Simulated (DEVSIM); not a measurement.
System: illuminated GaAs p-on-n cell, one wavelength, at 350 K.

```tsv
layer (left to right)	material	thickness (μm)	Nd (cm⁻³)	Na (cm⁻³)	τn (s)	τp (s)	absorption coefficient (cm⁻¹)
1	GaAs	0.0890	-	5.3e17	8.2e-9	2e-8	75000
2	GaAs	1.50	2.2e15	-	5.5e-8	5.5e-8	75000
```

Left contact: ohmic, minority electron recombination velocity 600 cm/s. Right contact: ohmic, minority hole recombination velocity 3000 cm/s. Voltage is applied to the left contact. Recombination: SRH at mid-gap, radiative, Auger. Light enters at the left, 4.3e17 photons cm⁻² s⁻¹, one pass, no reflection. Mobility is constant in doping.

Constants are typed, rounded textbook-type inputs, not results; the design itself was drawn at random and stands for no fabricated device. Values at 300 K; Nc and Nv go as T^1.5, mobilities as T to minus their exponent, the gap by Varshni's rule with the affinity fixed.

| parameter | GaAs |
|---|---|
| gap (eV) | 1.424 |
| affinity (eV) | 4.07 |
| permittivity | 12.9 |
| Nc (cm⁻³) | 4.7e17 |
| Nv (cm⁻³) | 9e18 |
| μn (cm²/Vs) | 8500 |
| μp (cm²/Vs) | 400 |
| T exponent of μn | 2.1 |
| T exponent of μp | 2.2 |
| B (cm³/s) | 2e-10 |
| Cn (cm⁶/s) | 1e-30 |
| Cp (cm⁶/s) | 1e-30 |
| Varshni α (eV/K) | 0.000541 |
| Varshni β (K) | 204 |

Model (solved in DEVSIM): 1D drift-diffusion, Boltzmann statistics, complete ionisation; no tunnelling, impact ionisation, image-force lowering or self-heating.

The photon flux was swept, all else fixed.

```tsv
photon flux (cm^-2 s^-1)	short-circuit current (mA/cm²)	fill factor	open-circuit voltage (V)	largest power (mW/cm²)
1.3e16	2.08	0.79	0.749	1.23
4.3e16	6.86	0.81	0.793	4.40
1.3e17	20.8	0.82	0.832	14.2
4.3e17	68.6	0.84	0.872	50.1
1.3e18	208	0.85	0.909	159
4.3e18	686	0.85	0.949	554
1.3e19	2080	0.85	0.988	1750
```

From the first row to the last the short-circuit current goes from 2.08 to 2080. From the first row to the last the fill factor goes from 0.79 to 0.85.
